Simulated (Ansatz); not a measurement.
An Ansatz (a quantum-chemistry and plane-wave program) run: Si3N4 with a change (biaxial strain +1.59 %, plane normal [001], relaxed out of plane); Ansatz, PBEsol, PAW, cutoff 420 eV, without spin-orbit coupling.

Input:

Ansatz 0.2 input:
```yaml
crystal:
  lattice:
    - [7.7458798923, 0, 0]
    - [3.8729399461, 6.7081287614, 0]
    - [0, 0, 2.8873360263]
  atoms:
    - { symbol: Si, position: [0.2324217017, 0.5936261845, 0.75] }
    - { symbol: Si, position: [0.7675782983, 0.4063738155, 0.25] }
    - { symbol: Si, position: [0.4063738155, 0.8260478862, 0.25] }
    - { symbol: Si, position: [0.5936261845, 0.1739521138, 0.75] }
    - { symbol: Si, position: [0.1739521138, 0.2324217017, 0.75] }
    - { symbol: Si, position: [0.8260478862, 0.7675782983, 0.25] }
    - { symbol: N, position: [0.3333333333, 0.3333333333, 0.75] }
    - { symbol: N, position: [0.6666666667, 0.6666666667, 0.25] }
    - { symbol: N, position: [0.9703660943, 0.6996343429, 0.75] }
    - { symbol: N, position: [0.0296339057, 0.3003656571, 0.25] }
    - { symbol: N, position: [0.3003656571, 0.6700004372, 0.25] }
    - { symbol: N, position: [0.6996343429, 0.3299995628, 0.75] }
    - { symbol: N, position: [0.3299995628, 0.9703660943, 0.75] }
    - { symbol: N, position: [0.6700004372, 0.0296339057, 0.25] }
basis: { ecutwfc: 420, ecutrho_ratio: 4, xc_grid: 2, fft_grid_basis: typed }
kpoints: { mp_grid: { grid: [4, 4, 9] } }
hamiltonian:
  xc: pbesol
  dispersion: none
  pseudopotentials: { kind: paw }
scf: { occupations: { method: fermi_dirac, width: 0.05 } }
relax: { f_tol: 0.005, max_steps: 50, cell: { stress_tol: 0.01, fix: [a, b, gamma] } }
output: { forces: true, stress: true }
checkpoint: { write: state.ck, write_every: 1000 }
```

Output (explanatory and most iteration lines left out):

```
Relaxation: its limit of steps is 50 (relax.max_steps)
Pseudopotential: Si, paw, valence charge 4
Pseudopotential: N, paw, valence charge 5
Crystal: 14 atoms, lattice volume = 150.027 Å³
Basis set: ecut = 420 eV, 2943 PW (Γ), exchange–correlation on 108×108×40 points (8 copies of the dense FFT grid, shifted against one another)
Bands: 46, of which v1, the nominal top of the filled ones, is band 32 counted from 1 (31 counted from 0)
Symmetry: 12 space group operations
Space group: P63/m (ITA 176), of the structure as read, at distance tolerance 5.3e-5 Å
k-points: 20 of 144
Functional: x = pbesol(κ = 0.804, μ = 0.12345679012345678), c = pbesol(β = 0.046)
SCF iter   1: F=—  HF=-6773.703482 eV  |F-HF|=—  |Δ(HF+E_count)|=         —  Δρ=1.01e-2  dr2=1.47e-1  ethr=1.77e-3  ⟨swp⟩=7.0  Hψ=4858  notcnv=0  defer=12
SCF iter   2: F=—  HF=-6773.662044 eV  |F-HF|=—  |Δ(HF+E_count)|=   4.14e-2  Δρ=1.73e-3  dr2=3.60e-3  ethr=2.30e-4  ⟨swp⟩=2.0  Hψ=1653  notcnv=0  defer=157
SCF 1 converged in 7 iterations: F = -6773.662235 eV  dr2 = 4.28e-8
relax step   1: F+E_penalty+E_count = -6773.66223550 eV  Δ(F+E_penalty+E_count) = +0.000e0 eV  max|allowed force component| = 4.011e-1 eV/Å  Δτ_max = 0.0000 Å  P = -5.211 GPa  Ω = 150.027 Å³  fix = [a, b, gamma]  reactions: a -8.919, b -8.919 GPa  (7 SCF iters, dr2 threshold 1.00e-7 eV, accepted)
[... steps on the carried basis left out ...]
relax step   6: F+E_penalty+E_count = -6773.67782006 eV  Δ(F+E_penalty+E_count) = +2.635e-5 eV  max|allowed force component| = 3.506e-4 eV/Å  Δτ_max = 0.0001 Å  P = -5.638 GPa  Ω = 150.289 Å³  energy of the carried Pulay correction = -7.809e-4 eV  fix = [a, b, gamma]  reactions: a -8.456, b -8.456 GPa  (4 SCF iters, dr2 threshold 1.77e-9 eV, accepted)
Crystal: 14 atoms, lattice volume = 150.289 Å³
SCF iter   1: F=—  HF=-6773.678372 eV  |F-HF|=—  |Δ(HF+E_count)|=         —  Δρ=1.06e-5  dr2=2.15e-8  ethr=1.20e-7  ⟨swp⟩=4.0  Hψ=7649  notcnv=0
SCF iter   2: F=—  HF=-6773.678453 eV  |F-HF|=—  |Δ(HF+E_count)|=   8.03e-5  Δρ=5.25e-6  dr2=4.57e-9  ethr=3.36e-11  ⟨swp⟩=3.0  Hψ=2103  notcnv=0
SCF 7 converged in 5 iterations: F = -6773.678453 eV  dr2 = 3.01e-12
SCF converged after 5 iterations
Free energy (F): -6773.678453 eV
Internal energy: -6773.678453 eV  (E = F + TS)
E sigma→0 (E₀):  -6773.678453 eV
Fermi energy:    9.891485 eV
--- Forces (eV/Å), atoms counted from 1 ---
  atom   1  Si    -0.00000915    -0.00025848     0.00000000
  atom   2  Si     0.00000915     0.00025848     0.00000000
  atom   3  Si     0.00021927    -0.00013716     0.00000000
  atom   4  Si    -0.00021927     0.00013716     0.00000000
  atom   5  Si     0.00022842     0.00012132     0.00000000
  atom   6  Si    -0.00022842    -0.00012132     0.00000000
  atom   7  N      0.00000000     0.00000000     0.00000000
  atom   8  N     -0.00000000    -0.00000000     0.00000000
  atom   9  N     -0.00017357     0.00024163     0.00000000
  atom  10  N      0.00017357    -0.00024163     0.00000000
  atom  11  N     -0.00029605    -0.00002950     0.00000000
  atom  12  N      0.00029605     0.00002950     0.00000000
  atom  13  N     -0.00012247    -0.00027114     0.00000000
  atom  14  N      0.00012247     0.00027114     0.00000000
--- Stress (GPa, compression-positive) ---
       -8.447258       0.000000       0.000000
       -0.000000      -8.447258       0.000000
        0.000000       0.000000       0.008119
  P = ⅓ Tr σ = -5.6288 GPa (-56.288 kbar)
--- Relaxed structure (6 steps of the walk, 6 accepted, 1 SCFs on fresh bases) ---
  cell:  # Å, volume = 150.2887 Å³
    - [7.745879892302961, 2.8867627825634104e-11, 0.0]
    - [3.8729399461264804, 6.708128761411869, 0.0]
    - [0.0, 0.0, 2.8923726749254755]
  atoms:
    - { symbol: Si, position: [0.23098244041715127, 0.5929032532297255, 0.7500000000000001] }
    - { symbol: Si, position: [0.7690175595828488, 0.4070967467702747, 0.25000000000000006] }
    - { symbol: Si, position: [0.4070967467702749, 0.8238856936468768, 0.25000000000000006] }
    - { symbol: Si, position: [0.5929032532297254, 0.17611430635312328, 0.7500000000000001] }
    - { symbol: Si, position: [0.17611430635312325, 0.23098244041715132, 0.7500000000000001] }
    - { symbol: Si, position: [0.8238856936468772, 0.7690175595828489, 0.25000000000000006] }
    - { symbol: N, position: [0.3333333333333334, 0.3333333333333333, 0.7500000000000001] }
    - { symbol: N, position: [0.6666666666666669, 0.6666666666666666, 0.25000000000000006] }
    - { symbol: N, position: [0.9700243526271273, 0.6995596608271443, 0.7500000000000001] }
    - { symbol: N, position: [0.029975647372872644, 0.3004403391728559, 0.25000000000000006] }
    - { symbol: N, position: [0.3004403391728558, 0.6695840134542718, 0.25000000000000006] }
    - { symbol: N, position: [0.6995596608271445, 0.3304159865457284, 0.7500000000000001] }
    - { symbol: N, position: [0.3304159865457285, 0.9700243526271275, 0.7500000000000001] }
    - { symbol: N, position: [0.6695840134542715, 0.029975647372872626, 0.25000000000000006] }
```

No phonon test of stability was made. The cell was made from Si3N4 (space group P6_3/m, No. 176) by this change: biaxial strain +1.59 %, plane normal [001], relaxed out of plane.
